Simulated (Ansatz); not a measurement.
Here is the system:

```
AlP
1.0
    0.00000     2.78110     2.68666
    2.78110     0.00000     2.68666
    2.78110     2.78110     0.00000
Al P
1 1
Direct
  0.00000   0.00000   0.00000
  0.75000   0.75000   0.75000
```

Method: PBEsol with spin-orbit coupling, rigid bands (plane waves, PAW; Ansatz, a program for electronic structure). Condition of this run: biaxial stress xx = yy = -2 GPa (compression positive) (the target of the relaxation). Cell: cell and atoms relaxed with PBEsol, then loaded as said.

**Question.** Predict the electron conductivity mass (n e² τ/σ) at 300 K, by direction if it differs.

**Answer.** 0.28 (x), 0.28 (y), 0.80 (z) mₑ.

**Question.** Predict the hole conductivity mass (n e² τ/σ) at 300 K, by direction if it differs.

**Answer.** 0.65 (x), 0.65 (y), 0.48 (z) mₑ.

**Question.** And the band gap?

**Answer.** 1.26 eV at this level; semilocal functionals usually fall short of the measured gap.

Rigid bands, one relaxation time for all states, no polarons.
